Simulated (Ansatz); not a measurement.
Start from Ti in the hcp (Mg type) structure (space group P6_3/mmc, No. 194; a = 2.936 Å, c = 4.636 Å).

Computed with r2SCAN/PAW in Ansatz (a first-principles code), no spin-orbit coupling.

One change was made to it. Results:

| quantity | base | after |
|---|---|---|
| density | 4.59 g/cm³ | 4.76 g/cm³ |
| c/a ratio | 1.579 | 1.579 |

Task: Name the change that was made.
A. pressure 22.5 GPa
B. pressure −1 GPa
C. pressure 4.5 GPa

Result: C, pressure 4.5 GPa. For comparison, the density in the other runs: pressure −1 GPa gives 4.55 g/cm³; pressure 22.5 GPa gives 5.33 g/cm³.

Load acts through the strain it causes; cell and atoms are relaxed under it. Whether these cells are dynamically stable was not tested. Competing high-pressure phases were not computed. All final runs are without spin polarisation.
